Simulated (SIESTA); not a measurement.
Band structure of Cd (P6_3/mmc, 4 atoms in the cell).

```
CELL_PARAMETERS angstrom
      3.18870     0.00000     0.00000
     -1.59435     2.76150     0.00000
      0.00000     0.00000    10.25967
ATOMIC_POSITIONS crystal
  Cd 0.00000 0.00000 0.00000
  Cd 0.00000 0.00000 0.50000
  Cd 0.33333 0.66667 0.25000
  Cd 0.66667 0.33333 0.75000
```

Method: GGA PBE, numerical atomic orbitals TZP, PseudoDojo PBE standard norm-conserving potentials (rewritten from UPF to PSML) in SIESTA.

Settings: XC.functional = GGA; XC.authors = PBE; potentials = PseudoDojo PBE standard; PAO.BasisSize = TZP; PAO.EnergyShift = 0.005 Ry; MeshCutoff = 300 Ry; kgrid.MonkhorstPack = 8 8 3; OccupationFunction = MP; OccupationMPOrder = 0; ElectronicTemperature = 0.1 eV; MaxSCFIterations = 150; SCF.Mixer.Method = Broyden; SCF.Mixer.Weight = 0.25; SCF.Mixer.History = 8.

The starting cell was generated: these elements placed on a structure prototype, without a prior relaxation; it need not be a known phase or ordering of this composition. Its lattice was rescaled by a random factor within 2.5 % of one. Values carry the incompleteness of an atom-centred basis.

Levels in eV from the Fermi level, bands 37 to 42:
```
point     37     38     39     40     41     42
-----  -----  -----  -----  -----  -----  -----
Γ      -8.40  -6.90  -6.90  -2.18  -1.25   6.78
M      -2.67  -2.63  -1.64  -1.51  -0.63  -0.39
K      -1.01  -0.72  -0.72   0.41   0.79   0.90
A      -8.22  -8.22  -4.73  -4.73   2.09   2.09
L      -2.40  -2.40  -2.19  -2.19   0.60   0.60
H      -0.62  -0.62  -0.45  -0.45  -0.02  -0.02
```

Bands cross the Fermi level along this path, so the cell is metallic at this level.

Higher empty bands are left out: an atom-centred basis made for the valence describes them poorly.
